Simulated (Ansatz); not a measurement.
Consider HgI₂ in the 2H-MoS2 type structure (space group P6_3/mmc, No. 194; a = 4.155 Å, c = 14.393 Å; a hypothetical phase, not in the database extracts checked).

Computed with r2SCAN+rVV10 (Ansatz, a program for electronic structure, PAW, no spin-orbit coupling).

Free-standing slabs (3 atom(s) a layer) normal to the stacking axis with 15 Å of vacuum; in-plane cell relaxed.

One change was made to it. Results:

```json
[
 {"quantity": "excess energy per area of both faces (slab less bulk energy over the cell's area: twice a surface energy)", "base": "–", "after": "0.23 J/m²"},
 {"quantity": "gap character", "base": "–", "after": "indirect, Γ → M"},
 {"quantity": "band gap", "base": "0.66 eV", "after": "0.99 eV"},
 {"quantity": "valence-band top at Γ (three highest levels, from the VBM)", "base": "–", "after": "0.00, 0.00, -0.07 eV"}
]
```

### Question
What was done to the base?
A. 3 layers
B. 2 layers
C. 1 layer
D. 4 layers

### Answer
B, 2 layers. For comparison, the band gap in the other runs: 3 layers gives 0.89 eV; 1 layer gives 1.20 eV; 4 layers gives 0.84 eV.

Slab and bulk use different k-meshes, which limits the precision of the excess energy. Spin-orbit coupling, missing from the scalar runs, can matter with Hg and I. Whether these cells are dynamically stable was not tested. k-point labels follow each cell's own Brillouin zone.
